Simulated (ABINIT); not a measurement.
Worked example: self-consistent single point of FeO (Fm-3m, 2 atoms in the cell) in ABINIT

Method: PBE, PAW (JTH v2.0 PBE PAW) (plane waves; ABINIT 10.0.3).

Input:

```
# FeO, JTH v2.0 PBE PAW
pp_dirpath "./"
pseudos "Fe.GGA_PBE-JTH.xml, O.GGA_PBE-JTH.xml"
acell 3*1.0
rprim
        -0.0000000000    3.9444480166    3.9444480166
         3.9444480166   -0.0000000000    3.9444480166
         3.9444480166    3.9444480166   -0.0000000000
natom 2
ntypat 2
znucl 26 8
typat 1 2
xcart
         0.0000000000    0.0000000000    0.0000000000
         3.9444480166    3.9444480166    3.9444480166
ecut 30
pawecutdg 60
pawxcdev 0
nsppol 2
spinat
      0 0 4
      0 0 0
occopt 7
tsmear 0.00367493
nband 18
kptopt 1
ngkpt 7 7 7
nshiftk 1
shiftk 0.5 0.5 0.5
chksymbreak 0
nstep 50
tolvrs 1.0e-10
prtwf 0
prtden 0
prtvol 1
enunit 1
```

The program printed (abridged):

```
 Symmetries : space group Fm -3 m (#225); Bravais cF (face-center cubic)

 -outvars: echo values of preprocessed input variables --------
            acell      1.0000000000E+00  1.0000000000E+00  1.0000000000E+00 Bohr
      chksymbreak           0
             ecut      3.00000000E+01 Hartree
           enunit           1
              ixc     -101130
         kptrlatt        7    0    0      0    7    0      0    0    7
          kptrlen      3.90480432E+01
            natom           2
            nband          18
            ngfft          30      30      30
          ngfftdg          40      40      40
             nkpt          44
           nspden           2
           nsppol           2
            nstep          50
             nsym          48
           ntypat           2
           occopt           7
        pawecutdg      6.00000000E+01 Hartree
         pawxcdev           0
            rprim     -0.0000000000E+00  3.9444480166E+00  3.9444480166E+00
                       3.9444480166E+00 -0.0000000000E+00  3.9444480166E+00
                       3.9444480166E+00  3.9444480166E+00 -0.0000000000E+00
           shiftk      5.00000000E-01  5.00000000E-01  5.00000000E-01
          spgroup         225
           spinat      0.0000000000E+00  0.0000000000E+00  4.0000000000E+00
                       0.0000000000E+00  0.0000000000E+00  0.0000000000E+00
           tolvrs      1.00000000E-10
           tsmear      3.67493000E-03 Hartree
            typat      1  2
           useylm           1
             xred      0.0000000000E+00  0.0000000000E+00  0.0000000000E+00
                       5.0000000000E-01  5.0000000000E-01  5.0000000000E-01
            znucl       26.00000    8.00000

== DATASET  1 ==================================================================

 Real(R)+Recip(G) space primitive vectors, cartesian coordinates (Bohr,Bohr^-1):
 R(1)=  0.0000000  3.9444480  3.9444480  G(1)= -0.1267604  0.1267604  0.1267604
 R(2)=  3.9444480  0.0000000  3.9444480  G(2)=  0.1267604 -0.1267604  0.1267604
 R(3)=  3.9444480  3.9444480  0.0000000  G(3)=  0.1267604  0.1267604 -0.1267604
 Unit cell volume ucvol=  1.2274073E+02 bohr^3
 Angles (23,13,12)=  6.00000000E+01  6.00000000E+01  6.00000000E+01 degrees

 Coarse grid specifications (used for wave-functions):

 getcut: wavevector=  0.0000  0.0000  0.0000  ngfft=  30  30  30
         ecut(hartree)=     30.000   => boxcut(ratio)=   2.18362

 Fine grid specifications (used for densities):

 getcut: wavevector=  0.0000  0.0000  0.0000  ngfft=  40  40  40
         ecut(hartree)=     60.000   => boxcut(ratio)=   2.05645

   7.84782077E+02                                ecore*ucvol(ha*bohr**3)

_setup2: Arith. and geom. avg. npw (full set) are     962.991     962.974

--- !BeginCycle
solver: {iscf: 17, nstep: 50, nline: 4, wfoptalg: 10, }
tolerances: {tolvrs: 1.00E-10, }
...

     iter   Etot(hartree)     deltaE(h) residm    nres2    magn
 ETOT  1  -133.04547411595    -1.33E+02 3.00E+01 8.81E+02 2.664
 ETOT  2  -143.96290071593    -1.09E+01 2.59E-01 3.06E+03 0.062
 ETOT  3  -140.58531185954     3.38E+00 1.25E+00 1.51E+02 2.148
 ETOT  4  -140.60074282759    -1.54E-02 5.56E-02 4.98E+01 2.998
 ETOT  5  -140.58341361978     1.73E-02 2.40E-02 2.75E+01 3.065
 ETOT  6  -140.57345672623     9.96E-03 2.46E-02 8.53E+00 3.429
   [... 12 lines left out ...]
 ETOT 19  -140.57185721280     2.24E-09 1.77E-05 9.51E-08 3.978
 ETOT 20  -140.57185721289    -8.90E-11 8.29E-06 6.15E-08 3.978
 ETOT 21  -140.57185721288     7.65E-12 1.86E-05 6.54E-09 3.978
 ETOT 22  -140.57185721288     2.33E-12 1.00E-05 4.40E-10 3.978
 ETOT 23  -140.57185721288     2.84E-13 2.27E-05 2.30E-11 3.978

 At SCF step   23       nres2   =  2.30E-11 < tolvrs=  1.00E-10 =>converged.

 Cartesian components of stress tensor (hartree/bohr^3)
  sigma(1 1)= -6.97426670E-04  sigma(3 2)=  0.00000000E+00
  sigma(2 2)= -6.97426670E-04  sigma(3 1)=  0.00000000E+00
  sigma(3 3)= -6.97426670E-04  sigma(2 1)=  0.00000000E+00

 Integrated electronic and magnetization densities in atomic spheres:
 Radius=ratsph(iatom), smearing ratsm=  0.0000. Diff(up-dn)=approximate z local magnetic moment.
 Atom    Radius    up_density   dn_density  Total(up+dn)  Diff(up-dn)
    1   2.11532     8.911861     5.344943     14.256804     3.566918
    2   1.41465     2.427705     2.126822      4.554527     0.300883
  Sum:             11.339566     7.471765     18.811331     3.867801
 Total magnetization (from the atomic spheres):             3.867801
 Total magnetization (exact up - dn):                       3.978273

 ----iterations are completed or convergence reached----

 reduced coordinates (array xred) for    2 atoms
       0.000000000000      0.000000000000      0.000000000000
       0.500000000000      0.500000000000      0.500000000000
 cartesian forces (eV/Angstrom) at end:
    1     -0.00000000000000    -0.00000000000000    -0.00000000000000
    2     -0.00000000000000    -0.00000000000000    -0.00000000000000
 frms,max,avg= 0.0000000E+00 0.0000000E+00   0.000E+00  0.000E+00  0.000E+00 e/A
 length scales=  1.000000000000  1.000000000000  1.000000000000 bohr
              =  0.529177208590  0.529177208590  0.529177208590 angstroms
 Fermi (or HOMO) energy (eV) =   9.68041   Average Vxc (eV)= -12.45453
 Eigenvalues (   eV  ) for nkpt=  44  k points, SPIN UP:
 kpt#   1, nband= 18, wtk=  0.00583, kpt=  0.0714  0.0714  0.0714 (reduced coord)
 -80.19528  -46.22443  -46.22086  -46.22086  -11.87802    4.80130    4.88830    4.88830
   5.76750    5.76750    6.00324    6.54267    6.54267   10.64000   24.47416   27.32290
  27.32290   27.90420
 prteigrs : prtvol=0 or 1, do not print more k-points.

 Eigenvalues (   eV  ) for nkpt=  44  k points, SPIN DOWN:
 kpt#   1, nband= 18, wtk=  0.00583, kpt=  0.0714  0.0714  0.0714 (reduced coord)
 -76.04827  -42.17577  -42.17131  -42.17131  -11.32492    5.59711    5.85643    5.85643
   8.86935    8.86935    8.88497   10.03200   10.03200   11.45037   24.78186   28.33043
  28.33043   28.66095
 prteigrs : prtvol=0 or 1, do not print more k-points.

--- !EnergyTerms
comment             : Components of total free energy in Hartree
kinetic             :  1.97990224956636E+01
hartree             :  2.86704740237437E+01
xc                  : -6.33556259180781E+00
Ewald energy        : -9.81131221033482E+01
psp_core            :  6.39381946647392E+00
local_psp           : -8.09225239250267E+01
spherical_terms     : -1.00636372487142E+01
internal            : -1.40571529883016E+02
'-kT*entropy'       : -3.26981269006482E-04
total_energy        : -1.40571856864285E+02
total_energy_eV     : -3.82515475704703E+03
...

-Cartesian components of stress tensor (GPa)         [Pressure=  2.0519E+01 GPa]
- sigma(1 1)= -2.05189976E+01  sigma(3 2)=  0.00000000E+00
- sigma(2 2)= -2.05189976E+01  sigma(3 1)=  0.00000000E+00
- sigma(3 3)= -2.05189976E+01  sigma(2 1)=  0.00000000E+00

 Calculation completed.
```

The run converged in 23 iterations.

The starting cell comes from a database of computed structures (which also holds hypothetical and non-ambient phases and stackings), without a prior relaxation at this level. Its lattice was rescaled by a random factor within 2.5 % of one. The magnetic order is the one reached from the typed start; others were not searched systematically. With a pressure of about 21 GPa the cell is away from its equilibrium volume at this level.

Cost on one core of a shared machine: roughly 3 min.
